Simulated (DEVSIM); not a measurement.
System: abrupt Si p-n junction, at 250 K.

```
layer (left to right)  material  thickness (μm)  Nd (cm⁻³)  Na (cm⁻³)  τn (s)  τp (s)
---------------------  --------  --------------  ---------  ---------  ------  ------
1                            Si            1.70          -     1.8e17  1.6e-7  1.6e-7
2                            Si            7.30     2.1e15          -  1.6e-7  4.8e-9
```

Left contact: ohmic. Right contact: ohmic. Voltage is applied to the left contact. Recombination: SRH at mid-gap, radiative, Auger. Mobility is constant in doping.

The device is made up for the run: typed textbook-type constants, with dimensions and the other settings drawn at random. Values at 300 K; Nc and Nv go as T^1.5, mobilities as T to minus their exponent, the gap by Varshni's rule with the affinity fixed.

| parameter | Si |
|---|---|
| gap (eV) | 1.124 |
| affinity (eV) | 4.05 |
| permittivity | 11.7 |
| Nc (cm⁻³) | 2.86e19 |
| Nv (cm⁻³) | 3.1e19 |
| μn (cm²/Vs) | 1417 |
| μp (cm²/Vs) | 470 |
| T exponent of μn | 2.3 |
| T exponent of μp | 2.2 |
| B (cm³/s) | 4.7e-15 |
| Cn (cm⁶/s) | 2.8e-31 |
| Cp (cm⁶/s) | 9.9e-32 |
| Varshni α (eV/K) | 0.000473 |
| Varshni β (K) | 636 |

DEVSIM, 1D drift-diffusion, Boltzmann statistics, complete ionisation; no tunnelling, impact ionisation, image-force lowering or self-heating.

### Question
Tabulate band edges, carrier densities and field at zero bias.

### Answer
Energies count from the Fermi level of the right contact; mesh points crowd at the junctions.

```tsv
x (μm)	Ec (eV)	Ev (eV)	n (cm⁻³)	p (cm⁻³)	field (V/cm)
0.000	1.031	-0.105	< 1e2	1.8e17	≈ 0
0.02779	1.031	-0.105	< 1e2	1.8e17	≈ 0
0.08248	1.031	-0.105	< 1e2	1.8e17	≈ 0
0.2030	1.031	-0.105	< 1e2	1.8e17	≈ 0
0.5887	1.031	-0.105	< 1e2	1.8e17	≈ 0
1.113	1.031	-0.105	< 1e2	1.8e17	≈ 0
1.437	1.031	-0.105	< 1e2	1.8e17	≈ 0
1.618	1.031	-0.105	< 1e2	1.8e17	≈ 0
1.672	1.029	-0.107	< 1e2	1.7e17	-2000
1.700	0.999	-0.137	< 1e2	4.1e16	-28000
1.726	0.937	-0.199	< 1e2	2.3e15	-22000
1.814	0.760	-0.377	11000	6.1e11	-19000
1.974	0.501	-0.635	1.7e9	3800000	-14000
2.321	0.226	-0.910	6.0e14	< 1e2	-2800
3.383	0.199	-0.937	2.1e15	< 1e2	≈ 0
5.350	0.199	-0.937	2.1e15	< 1e2	≈ 0
7.324	0.199	-0.937	2.1e15	< 1e2	≈ 0
8.205	0.199	-0.937	2.1e15	< 1e2	≈ 0
8.727	0.199	-0.937	2.1e15	< 1e2	≈ 0
8.886	0.199	-0.937	2.1e15	< 1e2	≈ 0
8.958	0.199	-0.937	2.1e15	< 1e2	≈ 0
9.000	0.199	-0.937	2.1e15	< 1e2	≈ 0
```
